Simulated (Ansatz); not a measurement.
We consider L1₂ (Cu3Au-type) ScPt₃, described by r²SCAN in Ansatz (plane waves, PAW).

Numerical settings: plane-wave cutoff 560 eV, 14×14×14 k mesh, Fermi–Dirac smearing 0.05 eV, scalar-relativistic PAW data made under PBE.

Cell (relaxed at this level):

```
CELL_PARAMETERS angstrom
      3.97848     0.00000     0.00000
      0.00000     3.97848     0.00000
      0.00000     0.00000     3.97848
ATOMIC_POSITIONS crystal
  Sc 0.00000 0.00000 0.00000
  Pt 0.50000 0.50000 0.00000
  Pt 0.00000 0.50000 0.50000
  Pt 0.50000 0.00000 0.50000
```

Q: Give the computed bulk modulus B0.

A: 
- bulk modulus B0: 218 GPa

The run finds no gap.

Note: the bulk modulus is −V dP/dV from two relaxed cells at ±2 % in volume.

Spin–orbit coupling is not included.

Computing time: about 110 core-seconds (a rough figure).

Ansatz is a quantum-chemistry and plane-wave program.
